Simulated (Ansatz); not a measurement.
W (Pm-3n, No. 223, 8 atoms in the cell; start COD 9008583; another form than the element's usual one)

Computed with r²SCAN (Ansatz, a first-principles code, PAW).

Run with plane-wave cutoff 560 eV, 12×12×12 k mesh, Fermi–Dirac smearing 0.05 eV, no spin polarisation, scalar-relativistic PAW data made under PBE.

Cell (relaxed at this level):

```
W
1.0
    5.05489     0.00000     0.00000
    0.00000     5.05489     0.00000
    0.00000     0.00000     5.05489
W
8
Cartesian
  0.00000   0.00000   0.00000
  2.52745   2.52745   2.52745
  0.00000   2.52745   1.26372
  0.00000   2.52745   3.79117
  1.26372   0.00000   2.52745
  3.79117   0.00000   2.52745
  2.52745   3.79117   0.00000
  2.52745   1.26372   0.00000
```

```json
{
 "band_gap": "none",
 "bulk_modulus": "316 GPa"
}
```

Note: the relaxation could not lower the start's symmetry, so the cell can be a saddle point above a distorted one; the bulk modulus is −V dP/dV from two relaxed cells at ±2 % in volume.

Spin–orbit coupling is not included.

The computed numbers hold no vibrational or temperature effects.

Computing time: very roughly 9 core-minutes.
